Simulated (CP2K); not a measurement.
Band structure of TiZn (Pm-3m, 2 atoms in the cell).

```
CELL_PARAMETERS angstrom
      3.12375     0.00000     0.00000
      0.00000     3.12375     0.00000
      0.00000     0.00000     3.12375
ATOMIC_POSITIONS crystal
  Ti 0.50000 0.50000 0.50000
  Zn 0.00000 0.00000 0.00000
```

Level of theory: CP2K with PBEsol, GPW, TZVP-MOLOPT-SR-GTH basis, GTH-PBE potentials (GTH_POTENTIALS).

Settings: CUTOFF = 600 Ry; REL_CUTOFF = 60 Ry; SMEAR/METHOD = FERMI_DIRAC; ELECTRONIC_TEMPERATURE = 1160.45 K; KPOINTS/SCHEME = MONKHORST-PACK 7 7 7; XC_FUNCTIONAL = PBE:PBESOL; Ti/BASIS_SET = TZVP-MOLOPT-SR-GTH-q12; Ti/POTENTIAL = GTH-PBE-q12; Zn/BASIS_SET = TZVP-MOLOPT-SR-GTH-q12; Zn/POTENTIAL = GTH-PBE-q12; METHOD = GPW; EPS_DEFAULT = 1e-10; EXTRAPOLATION = USE_GUESS; NGRIDS = 5.

The starting cell comes from a database of computed structures (which also holds hypothetical and non-ambient phases and stackings), without a prior relaxation at this level. Spin polarisation is off. Values carry the incompleteness of an atom-centred basis. The potentials were made for another functional than the one used.

Levels in eV from the Fermi level, bands 9 to 14:
```
point      9     10     11     12     13    14
-----  -----  -----  -----  -----  -----  ----
Γ      -6.93  -6.93  -0.56  -0.56   2.21  2.21
X      -6.88  -4.58  -4.29  -0.44   0.55  0.55
M      -6.69  -3.79  -0.75  -0.75  -0.23  1.48
R      -6.68  -2.34  -2.34  -2.34   1.97  2.96
```

Bands cross the Fermi level along this path, so the cell is metallic at this level.

Higher empty bands are left out: an atom-centred basis made for the valence describes them poorly.
